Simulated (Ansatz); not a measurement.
The starting structures come from a database of crystals and need not be the phases stable at ambient conditions.

Evanescent states of K₂GeF₆ (P6_3mc, not sure to be the ambient phase, 18 atoms a cell, 14.3 Å³ an atom) along the normal of (101)

Method: r2SCAN (plane waves, PAW; Ansatz, an electronic-structure program).

The gap is the functional's own. No spin-orbit coupling. Mid-gap values are interpolated on the energy grid.

Energies count from the valence-band top; κ is the least over a 6×4 mesh across the current.

```
E (eV)  κ (1/Å)  where
------  -------  -----
0.17      0.352      Γ
0.49      0.464      Γ
0.82      0.504      Γ
1.16      0.533      Γ
1.49      0.554      Γ
1.81      0.568      Γ
2.15      0.578      Γ
2.48      0.583      Γ
2.81      0.585      Γ
3.13      0.583      Γ
3.46      0.578      Γ
3.79      0.569      Γ
4.12      0.558      Γ
4.46      0.543      Γ
4.79      0.524      Γ
5.12      0.501      Γ
5.45      0.474      Γ
5.78      0.440      Γ
6.11      0.399      Γ
6.43      0.347      Γ
6.76      0.277      Γ
7.09      0.164      Γ
```

**Question.** How thick must the barrier be to attenuate the transmission by 10^8 when the electrodes' Fermi level lies at 0.49 eV, and what attenuation does that film give at 6.43 eV?

**Answer.** d = 8 ln 10 / (2 × 0.464) = 19.8 Å. At 6.43 eV it gives 8 × 0.347/0.464 = 6.0 decades.
